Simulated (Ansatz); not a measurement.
Here is the system:

```xyz
2
Lattice="0.0000 2.8370 2.8370 2.8370 0.0000 2.8370 2.8370 2.8370 0.0000" Properties=species:S:1:pos:R:3 pbc="T T T"
Ag     0.0000     0.0000     0.0000
Br     2.8370     2.8370     2.8370
```

Computed with PBEsol, rigid bands (plane waves, PAW, scalar-relativistic; Ansatz, an electronic-structure program). How the cell was made: cell and atoms relaxed with PBEsol.

Q: Predict the electron conductivity mass (n e² τ/σ) at 300 K, by direction if it differs.

A: 0.188 mₑ.

Q: And the band gap?

A: 0.50 eV at this level; semilocal functionals usually fall short of the measured gap.

Rigid bands, one relaxation time for all states, no polarons. Spin-orbit coupling is left out; where it splits the top of the valence band it changes the hole mass and lowers the gap by about a third of the splitting.
